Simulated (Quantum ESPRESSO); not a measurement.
Troubleshooting Quantum ESPRESSO: a failed run on TaCoB₂ (Pnma, 16 atoms in the cell). The aim is a self-consistent single point with DFT, LDA (PZ), plane waves, GBRV 1.5 ultrasoft (LDA) pseudopotentials.

Cell that was meant: a = 5.9320 Å, b = 3.1530 Å, c = 8.1598 Å, α = 90.00°, β = 90.00°, γ = 90.00°.

Part of the input:

```fortran
  tstress = .true.
/
&SYSTEM
  ibrav = 0
  nat = 16
  ntyp = 3
  ecutwfc = 50
[...]
Ta   180.9479  ta_lda_v1.uspp.F.UPF
Co    58.9332  co_lda_v1.2.uspp.F.UPF
B     10.8100  b_lda_v1.4.uspp.F.UPF
CELL_PARAMETERS {bohr}
   5.931988255     0.000000000     0.000000000
   0.000000000     3.153025046     0.000000000
   0.000000000     0.000000000     8.159769376
ATOMIC_POSITIONS {bohr}
Ta    1.553908051    1.489589929   13.397125510
Ta    9.655924386    4.468766633    2.022602834
Ta    4.051008167    4.468766633    5.687261338
Ta    7.158824270    1.489589929    9.732467006
Co   11.112755450    1.489589929    5.954175554
Co    0.097076988    4.468766633    9.465552790
Co    5.701993207    4.468766633   13.664039726
Co    5.507839231    1.489589929    1.755688618
B     2.611777313    1.489589929    8.899958376
B     8.598055125    4.468766633    6.519769968
B     2.993138906    4.468766633    1.190094204
B     8.216693532    1.489589929   14.229634140
B     1.834491096    1.489589929    2.642170043
B     9.375341342    4.468766633   12.777558301
B     3.770425123    4.468766633   10.352038295
B     7.439407315    1.489589929    5.067690049
K_POINTS {automatic}
5 8 3  0 0 0
```

Output (repeated stretches shortened):

```
     G-vector sticks info
     --------------------
     sticks:   dense  smooth     PW     G-vecs:    dense   smooth      PW
     Sum         597     305     99                20587     7301    1407

     bravais-lattice index     =            0
     lattice parameter (alat)  =       5.9320  a.u.
     unit-cell volume          =     152.6179 (a.u.)^3
   [... lines left out ...]
         3        Ta     tau(   3) = (  0.6829090  1.4172950  0.6969880  )
         4        Ta     tau(   4) = (  1.2068170  0.4724320  1.1927380  )
         5        Co     tau(   5) = (  1.8733610  0.4724320  0.7296990  )
         6        Co     tau(   6) = (  0.0163650  1.4172950  1.1600270  )
         7        Co     tau(   7) = (  0.9612280  1.4172950  1.6745620  )
         8        Co     tau(   8) = (  0.9284980  0.4724320  0.2151640  )
         9        B      tau(   9) = (  0.4402870  0.4724320  1.0907120  )
        10        B      tau(  10) = (  1.4494390  1.4172950  0.7990140  )
        11        B      tau(  11) = (  0.5045760  1.4172950  0.1458490  )
        12        B      tau(  12) = (  1.3851500  0.4724320  1.7438770  )
        13        B      tau(  13) = (  0.3092540  0.4724320  0.3238045  )
        14        B      tau(  14) = (  1.5804720  1.4172950  1.5659215  )
        15        B      tau(  15) = (  0.6356090  1.4172950  1.2686680  )
        16        B      tau(  16) = (  1.2541170  0.4724320  0.6210580  )

     number of k points=    61  Gaussian smearing, width (Ry)=  0.0073
                       cart. coord. in units 2pi/alat
        k(    1) = (   0.0000000   0.0000000   0.0000000), wk =   0.0166667
        k(    2) = (   0.0000000   0.0000000   0.2423266), wk =   0.0333333
        k(    3) = (   0.0000000   0.2351705   0.0000000), wk =   0.0333333
   [... 58 lines left out ...]

     Dense  grid:    20587 G-vectors     FFT dimensions: (  40,  24,  54)

     Smooth grid:     7301 G-vectors     FFT dimensions: (  27,  15,  40)

     Initial potential from superposition of free atoms

     starting charge     139.9944, renormalised to     144.0000

     negative rho (up, down):  3.661E-02 0.000E+00

 %%%%%%%%%%%%%%%%%%%%%%%%%%%%%%%%%%%%%%%%%%%%%%%%%%%%%%%%%%%%%%%%%%%%%%%%%%%%%%
     Error in routine cdiaghg (265):
     S matrix not positive definite
 %%%%%%%%%%%%%%%%%%%%%%%%%%%%%%%%%%%%%%%%%%%%%%%%%%%%%%%%%%%%%%%%%%%%%%%%%%%%%%

     stopping ...
```

Problem. From the messages shown, name the fault and mend the input.

Solution. The fault is this: cell lengths typed in angstrom where bohr is read; here the program stops on it instead of giving results. To fix it, give the lengths in the unit that the key or card expects. The program stopped before any SCF iteration.

The sound input it was made from differs as follows (other fixes are possible):
```diff
-  ibrav = 0
+  ibrav = 8
+  A = 5.931989000
+  B = 3.153025000
+  C = 8.159769000
-CELL_PARAMETERS {bohr}
-   5.931988255     0.000000000     0.000000000
-   0.000000000     3.153025046     0.000000000
-   0.000000000     0.000000000     8.159769376
```

With that input, the run converged in 16 iterations: free energy E − TS -24666.3514 eV; Fermi level (on the code's own zero) 18.21 eV; pressure -13.79 GPa; largest force (vector length) 0.119 eV/Å (DFT, LDA (PZ), plane waves, GBRV 1.5 ultrasoft (LDA) pseudopotentials).

On the sound input: the starting cell comes from a database of computed structures (which also holds hypothetical and non-ambient phases and stackings), without a prior relaxation at this level. Its lattice was rescaled by a random factor within 2.5 % of one. Spin polarisation is off. With a pressure of about -14 GPa the cell is away from its equilibrium volume at this level.
